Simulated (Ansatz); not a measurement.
The parent structure is KI in the rock salt structure (space group Fm-3m, No. 225; a = 7.182 Å).

Method: PBE (Ansatz, a first-principles code; PAW; 420 eV plane waves; no SOC).

Base values:

| Item | Value |
|---|---|
| Pressure | 0.0 kbar |
| Band gap | 3.86 eV |
| Electron mass | 0.34 mₑ (at Γ) |

Perturbation: every lattice vector is stretched by 2.50 %; the atoms relax in the strained cell.

**Question.** What does the calculation give for the energy relative to the base after the change?

**Answer.** The energy increases by 7.8 meV/atom.

**Question.** What happens to the pressure?

**Answer.** The pressure goes from zero to -6.6 kbar.

**Question.** How does this affect the band gap?

**Answer.** The band gap drops by 0.16 eV (3.86 eV → 3.70 eV).

**Question.** What does the calculation give for the electron mass after the change?

**Answer.** The electron mass becomes 0.35 mₑ (at Γ) (base: 0.34 mₑ (at Γ)).

With I present, leaving out spin-orbit coupling can change the band edges. Masses are band curvatures over ±0.01 Å⁻¹ around the edge. Whether these cells are dynamically stable was not tested.
